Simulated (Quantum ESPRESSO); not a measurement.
**A series of runs on Hf₃Au (Pm-3m, 4 atoms in the cell)**

```cif
data_AuHf3
_chemical_formula_sum 'Hf3 Au1'
_space_group_name_H-M_alt 'Pm-3m'
_space_group_IT_number 221
_space_group_name_Hall '-P 4 2 3'
_cell_length_a 4.35065
_cell_length_b 4.35065
_cell_length_c 4.35065
_cell_angle_alpha 90.000
_cell_angle_beta 90.000
_cell_angle_gamma 90.000
loop_
_atom_site_label
_atom_site_type_symbol
_atom_site_symmetry_multiplicity
_atom_site_Wyckoff_symbol
_atom_site_fract_x
_atom_site_fract_y
_atom_site_fract_z
_atom_site_occupancy
Hf1 Hf 3 d 0.00000 0.00000 0.50000 1
Au1 Au 1 b 0.50000 0.50000 0.50000 1
```

Base run A: LDA (PZ), GBRV 1.5 ultrasoft (LDA) pseudopotentials run with Quantum ESPRESSO, self-consistent single point.

Its settings: ecutwfc = 40 Ry; ecutrho = 320 Ry; occupations = smearing; smearing = mp; degauss = 0.0073499 Ry; potentials = {Hf: hf_lda_v1.uspp.F.UPF, Au: au_lda_v1.uspp.F.UPF}; K_POINTS = automatic 6 6 6 0 0 0; conv_thr = 1e-10 Ry.

The starting cell comes from a database of computed structures (which also holds hypothetical and non-ambient phases and stackings), without a prior relaxation at this level. In the base run, with a pressure of about -10 GPa the cell is away from its equilibrium volume at this level.

ΔF is the free energy per atom less that of run A. 

Run A gave: pressure (GPa) -9.89; iterations 12.

Runs:
- B: mixing_beta = 0.05
- C: mixing_beta = 0.1
- D: mixing_beta = 0.2
- E: mixing_beta = 0.3
- F: mixing_beta = 0.4
- G: mixing_beta = 0.5
- H: mixing_beta = 0.6
- I: mixing_beta = 0.8
- J: mixing_beta = 0.9

Problem. Which runs reach the base run's state, and which is quickest in iterations?

Solution. Runs B, C, D, E, F, G, H, I, J ended on the same solution as A (within 1 meV/atom). The fewest iterations to that state were 12 (A, H, I, J); the most were 31.

```tsv
run	ΔF (meV/atom)	pressure (GPa)	iterations
A	0.00	-9.89	12
B	0.00	-9.89	26
C	0.00	-9.90	27
D	0.00	-9.89	19
E	0.00	-9.89	31
F	0.00	-9.89	24
G	0.00	-9.89	17
H	0.00	-9.89	12
I	0.00	-9.89	12
J	0.00	-9.89	12
```
